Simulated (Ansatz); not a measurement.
**Pressure series in hypothetical CsCl type SiGe**

Take SiGe in the CsCl type structure (space group Pm-3m, No. 221; a = 3.200 Å; a hypothetical phase, not in the database extracts checked) as the base.

Cell and atoms are relaxed at each pressure.

The values are results of PBEsol (Ansatz, an electronic-structure program), no spin-orbit coupling, not measurements.

| pressure (GPa) | volume per atom (Å³/atom) |
|---|---|
| -2 | 16.788 |
| -1 | ? |
| 0 | 16.380 |
| 0.3 | 16.323 |
| 0.7 | 16.250 |
| 1.5 | 16.108 |
| 5 | 15.557 |
| 7.5 | 15.218 |
| 10 | 14.913 |

Question: Fit the third-order Birch–Murnaghan form P(V) = (3B₀/2)[(V₀/V)^(7/3) − (V₀/V)^(5/3)]·[1 + (3/4)(B₀′ − 4)((V₀/V)^(2/3) − 1)] (squares taken in P) to the rows shown and predict the withheld row.

Answer: Least squares on the printed values gives V₀ = 16.380 Å³/atom, B₀ = 86.2 GPa, B₀′ = 4.5; this predicts 16.577 Å³/atom, and the run gives 16.577 Å³/atom, in agreement.

Load acts through the strain it causes; cell and atoms are relaxed under it. Whether these cells are dynamically stable was not tested. No other phases were tried under pressure. All final runs are without spin polarisation.
